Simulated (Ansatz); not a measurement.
ZnS (F-43m) under hydrostatic pressure: hole conductivity mass by PBEsol with spin-orbit coupling, rigid bands (plane waves, PAW; Ansatz, a first-principles code). The unloaded cell, whose axes the loads refer to:

```xyz
2
Lattice="0.0000 2.6782 2.6782 2.6782 0.0000 2.6782 2.6782 2.6782 0.0000" Properties=species:S:1:pos:R:3 pbc="T T T"
Zn     0.0000     0.0000     0.0000
S      1.3391     1.3391     1.3391
```

| hydrostatic pressure (GPa) | volume per atom (Å³) | hole conductivity mass (mₑ) |
|---|---|---|
| -2 | 19.73 | 0.872 |
| 0 | 19.21 | 0.843 |
| 2 | 18.76 | ? |
| 5 | 18.17 | 0.786 |
| 10 | 17.36 | 0.743 |

Q: Fit a straight line to ln(hole conductivity mass) against the load over the rows given, and predict the row at 2 GPa.

A: The means are x̄ = 3.250 GPa and ȳ = -0.2114; Σ(x − x̄)(y − ȳ) = -1.152 and Σ(x − x̄)² = 86.75, so the slope is -1.33 % per GPa, and the rows given lie within 0.61 % of the line. At 2 GPa the line gives 0.823 mₑ; the calculation gives 0.817 mₑ, 0.73 % from it.

Masses are for dilute carriers at 300 K, harmonic means over directions unless an axis is named. Stresses and pressures are the targets of the relaxation. The structure type is held at every load. Geometry: cell and atoms relaxed with PBEsol.
